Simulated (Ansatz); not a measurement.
The parent structure is Ge (space group P6_3/mmc, No. 194; a = 4.005 Å, c = 13.141 Å; a cell from a computed database, its experimental status unchecked). Axes: x lies along a and z along c of the hexagonal cell.

Calculations: PBEsol (Ansatz, a program for electronic structure; PAW; 420 eV plane waves; no spin-orbit coupling), earlier PAW set.

Before the change:

```
Property                        Result
-----------------------------  -------
Shortest interatomic distance  2.450 Å
Pressure                       0.0 GPa
```

The change: uniaxial strain ε_xx = −2.23 %, all other strain components held at zero; the atoms relax in the strained cell.

### Question
What does the calculation give for the shortest interatomic distance after the change?

### Answer
The shortest interatomic distance drops by 0.020 Å to 2.430 Å.

### Question
What does the calculation give for the pressure after the change?

### Answer
The pressure (mean of the normal stresses, compression positive) goes from zero to 1.6 GPa.

### Question
How does this affect the energy relative to the base?

### Answer
The energy grows by 5.0 meV/atom.

Stability against distortions was not tested. Gaps under 0.05 eV, about the width of the smearing, are given as zero. This is not the structure that Ge has at room temperature and ambient pressure.
